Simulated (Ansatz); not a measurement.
Data:

End structure of a constructed model of the (111)A surface of zinc-blende GaP, Ga-terminated, 2x2 Ga adatom at H3 (bottom of the slab: 3 H on 4 bottom sites):

```
CELL_PARAMETERS angstrom
      7.78845     0.00000     0.00000
     -3.89423     6.74500     0.00000
      0.00000     0.00000    29.00000
ATOMIC_POSITIONS crystal
  P  0.00192 0.99835 0.33104
  P  0.49645 0.99823 0.33106
  P  0.00192 0.50357 0.33104
  P  0.49992 0.49996 0.31635
  Ga 0.34505 0.18991 0.35362
  Ga 0.83331 0.16666 0.35431
  Ga 0.34505 0.65514 0.35362
  Ga 0.81021 0.65510 0.35334
  P  0.33333 0.16667 0.43593
  P  0.83333 0.16667 0.43593
  P  0.33333 0.66667 0.43593
  P  0.83333 0.66667 0.43593
  Ga 0.16667 0.33333 0.46334
  Ga 0.66667 0.33333 0.46334
  Ga 0.16667 0.83333 0.46334
  Ga 0.66667 0.83333 0.46334
  P  0.16638 0.33319 0.54497
  P  0.66489 0.32914 0.54581
  P  0.17099 0.83549 0.54583
  P  0.66489 0.83576 0.54581
  Ga 0.99995 0.99978 0.57140
  Ga 0.50032 0.00016 0.57808
  Ga 0.99995 0.50017 0.57140
  Ga 0.50034 0.50017 0.57120
  P  0.00405 0.00773 0.65352
  P  0.50021 0.00011 0.66359
  P  0.00405 0.49631 0.65352
  P  0.49215 0.49608 0.65335
  Ga 0.33105 0.16936 0.69000
  Ga 0.83865 0.16933 0.68994
  Ga 0.33105 0.66169 0.69000
  Ga 0.83320 0.66660 0.66221
  H  0.99758 0.00157 0.28194
  H  0.50438 0.00219 0.28196
  H  0.99758 0.49601 0.28194
  Ga 0.16692 0.33346 0.73875
```

Slab: 36 atoms, 13.0 Å thick at the start with caps and adatoms (thin: gaps and levels are the slab's own); k 3x3x1, smearing 0.025 eV, dipole-corrected; 8 atoms held, the rest relaxed; held to the start's symmetry, so lower structures may exist; no spin, no spin-orbit, no U. In PBE it is, or lies within 0.01 eV a 1x1 cell of, the lowest of the 2 structures of its composition computed so far; subsurface sites and larger cells were not tried.

Question: What highest filled level below the top vacuum level does PBE run with Ansatz (a first-principles code) give?

Answer: 4.26 eV

Question: Estimate the gap of the slab on its k-mesh that PBE returns for this input.

Answer: 0.49 eV
